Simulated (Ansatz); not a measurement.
Take C in the diamond structure (space group Fd-3m, No. 227; a = 3.554 Å) as the base. Axes: x, y, z lie along the cube axes.

All numbers come from DFT with PBEsol, PAW potentials and a 420 eV plane-wave cutoff in Ansatz (a quantum-chemistry and plane-wave program), no spin-orbit coupling.

Now apply this change: the cell is scaled by 1.0250 in all directions; the atoms relax in the strained cell.

**Question.** Predict the stress tensor and what it implies for the stiffness.

**Answer.** Stress of the strained cell less that of the base (GPa, compression positive):
```
 -29.06    0.00    0.00
   0.00  -29.06    0.00
   0.00    0.00  -29.06
```

Then B = −ΔP/(ΔV/V₀) with ΔV/V₀ = 0.0769 gives secant stiffness values (nonlinear terms included at this strain): B ≈ 378 GPa.

As a check, the harmonic strain energy −½ V₀ Δσ:ε is 38 meV/atom; the computed energy rise is 41 meV/atom.

Whether these cells are dynamically stable was not tested.
